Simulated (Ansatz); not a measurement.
**rock-salt PbS (1 1 1) on zinc-blende GaSb (1 1 1) (film strained to the substrate, started from cuts of the bulks and a machine-learned relaxation; metallic at this level, with no gap by band count; slabs Ga4Sb4 and Pb4S4, which can lie off the formulas)**

A periodic stack without vacuum, rock-salt PbS (1 1 1) on zinc-blende GaSb (1 1 1) (film strained to the substrate, started from cuts of the bulks and a machine-learned relaxation; metallic at this level, with no gap by band count; slabs Ga4Sb4 and Pb4S4, which can lie off the formulas): substrate slab Ga4Sb4, film Pb4S4, surface cells [[0, -1], [1, -1]] and [[1, 0], [0, 1]], film strained by +3.4 and +3.4 %, outermost planes Sb/Ga and S/Pb as cut, which need not be the usual terminations and can put a slab off its formula.

The start was prepared with a machine-learned potential, and the result is one local minimum, with the in-plane cell held and forces under 0.04 eV/Å; the film can end far from its bulk form.

These are PBE (plane waves to 420 eV, PAW; Ansatz, a quantum-chemistry and plane-wave program) values and carry that method's errors. Scalar-relativistic, without spin–orbit coupling. Its k-point mesh 6×6×1, Fermi–Dirac width 0.05 eV.

The interface area is 16.7 Å², the period is 28.81 Å and the heights between the nearest atoms of the two slabs at the two interfaces is 0.70 and 1.75 Å. The Ga–S contacts across the interfaces within 1.22 times the sum of covalent radii is 3, mean 2.63 Å, the Pb–Sb contacts across the interfaces within 1.22 times the sum of covalent radii is 3, mean 3.08 Å and the two interfaces comes out as unlike, so that offsets are their mean. The spin-polarised check at this geometry is falls back to no moment and the slope of the mean potential energy in the substrate is -3.8 MV/cm × e.

```yaml
crystal:
  lattice:
    - [4.39172, -0.00042, 0.10702]
    - [2.19512, 3.80398, 0.09730]
    - [-0.20992, 1.90142, 28.83971]
  atoms:
    - { symbol: Ga, position: [0.64883, 0.66708, 0.13101] }
    - { symbol: Ga, position: [0.99665, 0.92846, 0.25598] }
    - { symbol: Ga, position: [0.34623, 0.18712, 0.38061] }
    - { symbol: Ga, position: [0.70710, 0.44718, 0.50622] }
    - { symbol: Sb, position: [0.60247, 0.73418, 0.03920] }
    - { symbol: Sb, position: [0.98694, 0.98202, 0.16287] }
    - { symbol: Sb, position: [0.33545, 0.24332, 0.28733] }
    - { symbol: Sb, position: [0.68495, 0.50260, 0.41133] }
    - { symbol: Pb, position: [0.06037, 0.72027, 0.60821] }
    - { symbol: Pb, position: [0.41774, 0.97784, 0.72957] }
    - { symbol: Pb, position: [0.78571, 0.23235, 0.85133] }
    - { symbol: Pb, position: [0.25536, 0.43824, 0.97843] }
    - { symbol: S, position: [0.37551, 0.10010, 0.53052] }
    - { symbol: S, position: [0.73329, 0.36041, 0.65416] }
    - { symbol: S, position: [0.08960, 0.61897, 0.77617] }
    - { symbol: S, position: [0.45368, 0.87541, 0.89760] }
```
